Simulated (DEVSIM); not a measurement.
System: Pd/SiO2/p-GaAs capacitor, at 300 K.

Layer 1 from the left is SiO2, thickness (nm) 1.80. Layer 2 from the left is GaAs, thickness (nm) 3100, Na (cm⁻³) 4.3e16.

Metal gate on the left, work function 5.2 eV. Fixed charge at the semiconductor interface 0 cm⁻² (in units of +e); no interface traps.

Constants are typed, rounded textbook-type inputs, not results; the design itself was drawn at random and stands for no fabricated device. Values at 300 K.

SiO2: gap (eV) 9, affinity (eV) 0.9, permittivity 3.9. GaAs: gap (eV) 1.424, affinity (eV) 4.07, permittivity 12.9, Nc (cm⁻³) 4.7e17, Nv (cm⁻³) 9e18.

**Question.** Estimate by hand the flat-band voltage, the threshold voltage, and compare with a numerical solution.

**Answer.** 
- Flat-band voltage: C = 1.92 μF/cm², work-function difference -0.156 V; VFB = φms − qNf/C = -0.16 V; numerical -0.16 V.
- Threshold voltage: φF = 0.612 V, depletion charge √(4εqNφF) = 1.39e-7 C/cm²; VT = VFB + 2φF + Qd/C = 1.14 V; numerical 1.14 V.

Simulated with DEVSIM: 1D Poisson equation in equilibrium, Boltzmann statistics, complete ionisation; no quantum confinement or tunnelling. Metal contacts follow the ideal Schottky-Mott rule: no Fermi-level pinning, no interface dipoles.
